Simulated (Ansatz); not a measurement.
End structure of the (110) surface of fcc Rh in its 1x1 cell, outermost plane spacing 1.35 Å in the ideal cut:

```
CELL_PARAMETERS angstrom
      2.70822     0.00000     0.00000
      0.00000     3.83000     0.00000
      0.00000     0.00000    27.00000
ATOMIC_POSITIONS crystal
  Rh 0.50000 0.50000 0.30348
  Rh 0.00000 0.00000 0.34882
  Rh 0.50000 0.50000 0.39968
  Rh 0.00000 0.00000 0.45068
  Rh 0.50000 0.50000 0.50000
  Rh 0.00000 0.00000 0.54932
  Rh 0.50000 0.50000 0.60032
  Rh 0.00000 0.00000 0.65118
  Rh 0.50000 0.50000 0.69652
```

Model: 9-atom slab, 10.8 Å thick at the start, 14x10x1 mesh, Fermi-Dirac 0.1 eV, dipole correction, all atoms relaxed; start symmetry kept, larger cells not searched; no spin, no spin-orbit, no U.

Q: Estimate the surface energy (mean of both faces) that PBE (Ansatz, a first-principles code) returns for this input.

A: 2.42 J/m^2

Q: What is the computed work function of the top face (PBE)?

A: 4.55 eV
